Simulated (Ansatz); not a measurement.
A self-consistent single point of Mo2Ir (P6_3/mmc, 12 atoms in the cell) with Ansatz (a first-principles code).

Computed with PBE (plane waves, PAW; Ansatz).

```xyz
12
Lattice="5.4593 0.0000 0.0000 -2.7297 4.7279 0.0000 0.0000 0.0000 8.9536" Properties=species:S:1:pos:R:3 pbc="T T T"
Ir     0.0000     3.1519     0.5628
Ir     2.7297     1.5760     5.0396
Ir     2.7297     1.5760     8.3908
Ir     0.0000     3.1519     3.9140
Mo     0.0000     0.0000     0.0000
Mo     0.0000     0.0000     4.4768
Mo     4.0712     0.8015     2.2384
Mo     1.3415     3.9265     6.7152
Mo     2.7297     3.1250     2.2384
Mo    -1.3415     3.9265     6.7152
Mo     1.3882     0.8015     2.2384
Mo     0.0000     1.6029     6.7152
```

Reference input (self-consistent single point, DFT, PBE, plane waves, default PAW files): basis.ecutwfc = 30.9 Ry; kpoints.mp_grid.grid = 6 6 3; hamiltonian.xc = pbe; hamiltonian.pseudopotentials = {kind: paw} (the program's default PAW files); scf.occupations.method = methfessel_paxton; scf.occupations.width = 0.02 Ry. This run's input differs from it in these lines:

Ansatz 0.2 input:
```diff
@@ -22,3 +22,3 @@
 kpoints:
-  mp_grid: { grid: [6, 6, 3] }
+  mp_grid: { grid: [5, 5, 3] }
 hamiltonian:
@@ -27,3 +27,3 @@
 scf:
-  occupations: { method: methfessel_paxton, width: 0.02 Ry }
+  occupations: { method: methfessel_paxton, width: 0.0073 Ry }
 output:
```

Output, abridged:

```
SCF iter   1: F=—  HF=-87381.498193 eV  |F-HF|=—  |Δ(HF+E_count)|=         —  Δρ=7.65e-3  dr2=1.45e-1  ethr=1.77e-3  ⟨swp⟩=4.5  Hψ=3338  notcnv=0
all-band conjugate gradients solve this SCF's bands
preconditioner: auto → Kerker (q_TF=auto, 2.617 Å⁻¹)
SCF iter   2: F=—  HF=-87381.480695 eV  |F-HF|=—  |Δ(HF+E_count)|=   1.75e-2  S|Δr|=    0.00e0  Δρ=3.74e-3  dr2=3.51e-2  ethr=8.06e-5  ⟨swp⟩=1.8  Hψ=1355  notcnv=0
SCF iter   3: F=—  HF=-87381.473270 eV  |F-HF|=—  |Δ(HF+E_count)|=   7.42e-3  S|Δr|=    0.00e0  Δρ=6.27e-4  dr2=9.19e-4  ethr=1.95e-5  ⟨swp⟩=2.0  Hψ=1374  notcnv=0
SCF iter   4: F=—  HF=-87381.473181 eV  |F-HF|=—  |Δ(HF+E_count)|=   8.97e-5  S|Δr|=    0.00e0  Δρ=1.38e-4  dr2=5.81e-5  ethr=5.11e-7  ⟨swp⟩=2.0  Hψ=1532  notcnv=0
SCF iter   5: F=—  HF=-87381.473613 eV  |F-HF|=—  |Δ(HF+E_count)|=   4.32e-4  S|Δr|=    0.00e0  Δρ=3.21e-5  dr2=2.17e-6  ethr=3.23e-8  ⟨swp⟩=2.2  Hψ=1487  notcnv=0
SCF iter   6: F=-87381.473613 eV  HF=-87381.473613 eV  |F-HF|=6.52e-9  |Δ(HF+E_count)|=   1.36e-7  S|Δr|=    0.00e0  Δρ=6.92e-6  dr2=9.48e-8  ethr=5.56e-11  ⟨swp⟩=7.1  Hψ=4465  notcnv=0
SCF 1 converged in 6 iterations: F = -87381.473613 eV  dr2 = 9.48e-8
Stability not checked (fill_not_monotonic)
Free energy (F): -87381.473613 eV
Internal energy: -87381.468177 eV  (E = F + TS)
E sigma→0 (E₀):  -87381.472254 eV
Entropy (-TS):   -0.005437 eV (-0.453 meV/atom)
Fermi energy:    16.530477 eV
--- Forces (eV/Å), atoms counted from 1 ---
  atom   1  Ir    -0.00000000    -0.00000000     0.06264568
  atom   2  Ir     0.00000000     0.00000000     0.06264568
  atom   3  Ir     0.00000000     0.00000000    -0.06264568
  atom   4  Ir     0.00000000    -0.00000000    -0.06264568
   [... lines left out ...]
  atom  12  Mo     0.00000000    -0.00889043     0.00000000
--- Stress (GPa, compression-positive) ---
      -32.306011       0.000000       0.000000
        0.000000     -32.306011      -0.000000
        0.000000      -0.000000     -32.260162
  P = ⅓ Tr σ = -32.2907 GPa (-322.907 kbar)
  The stress holds the Pulay correction. Without it, at fixed plane waves, as pw.x and ABINIT print it: P = -32.3279 GPa
```

The run converged in 6 iterations. Against the reference run the free energy falls by 3.9 meV/atom, the pressure moves little (-32.28 to -32.29 GPa) and the largest force goes from 0.050 to 0.063 eV/Å.

The starting cell was generated: these elements placed on a structure prototype, without a prior relaxation; it need not be a known phase or ordering of this composition. Spin polarisation is off. With a pressure of about -32 GPa the cell is away from its equilibrium volume at this level. Ansatz's pressure includes its estimate of the finite-basis (Pulay) stress.
